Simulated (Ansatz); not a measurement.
**BaWO4 (I4₁/a, No. 88; structure not from a measured cell): smallest direct gap on the k points sampled by level of theory**

No measured value is used here.

| level (code) | value (eV) |
|---|---|
| LDA (Ansatz) | 4.69 |
| PBEsol (Ansatz) | [?] |
| r²SCAN+SOC (Ansatz) | 5.19 |

**Question.** Some entries are withheld; supply them.

**Answer.** 
- PBEsol (Ansatz, an electronic-structure program), value (eV): 4.75

Computed values are for a static lattice. Levels without +SOC have no spin–orbit coupling; where heavier elements are present it shifts gaps, mostly down, and can invert bands.  Values are at the PBEsol cell. Cutoffs differ between the levels. Ansatz's density-functional and Hartree–Fock values are scalar-relativistic unless marked +SOC, with PAW data made under PBE.
